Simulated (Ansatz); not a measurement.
Troubleshooting Ansatz (an electronic-structure program): a failed run on LaF (P6_3/mmc, 4 atoms in the cell). The aim is a self-consistent single point with DFT, r2SCAN, plane waves, default PAW files made with PBE.

Cell that was meant: a = 4.3288 Å, b = 4.3288 Å, c = 5.5581 Å, α = 90.00°, β = 90.00°, γ = 120.00°.

Part of the input:

Ansatz 0.2 input:
```yaml
    - { symbol: La, position: [0.333333, 0.666667, 0.250000] }
    - { symbol: La, position: [0.666667, 0.333333, 0.750000] }
    - { symbol: F, position: [0.333333, 0.666667, 0.750000] }
    - { symbol: F, position: [0.666667, 0.333333, 0.250000] }
    - { symbol: F, position: [0.666667, 0.333333, 0.250000] }
basis:
  ecutwfc: 500.0
```

Output, abridged:

```
Error: atoms 3 (F) and 4 (F) coincide: fractional positions [0.666667, 0.333333, 0.25] and [0.666667, 0.333333, 0.25] are 0.00e0 Å apart, within the symmetry tolerance 1e-5 (fractional) on every axis — remove the duplicate or separate the sites (indices count the expanded atom list at the failing check: the typed cell's during the `space_group:` round-trip, otherwise the final one with `supercell:` and `defects:` applied)
```

### Question
Read the log: what does the program object to, and what is the fix?

### Answer
The fault is one atom entered twice; here the program stops on it instead of giving results. To fix it, remove the duplicate atom. The program stopped before any SCF iteration.

An input that runs soundly differs in these lines (not the only fix; some lines may just follow from the change or write a value another way):
```diff
-    - { symbol: F, position: [0.666667, 0.333333, 0.250000] }
```

With that input, the run converged in 9 iterations: free energy E − TS (on the zero of these files) -14153.8273 eV; Fermi level (on the code's own zero) 11.19 eV; pressure -1.47 GPa (DFT, r2SCAN, plane waves, default PAW files made with PBE).

On the sound input: the starting cell comes from a database of computed structures (which also holds hypothetical and non-ambient phases and stackings), without a prior relaxation at this level. Ansatz's pressure includes its estimate of the finite-basis (Pulay) stress.
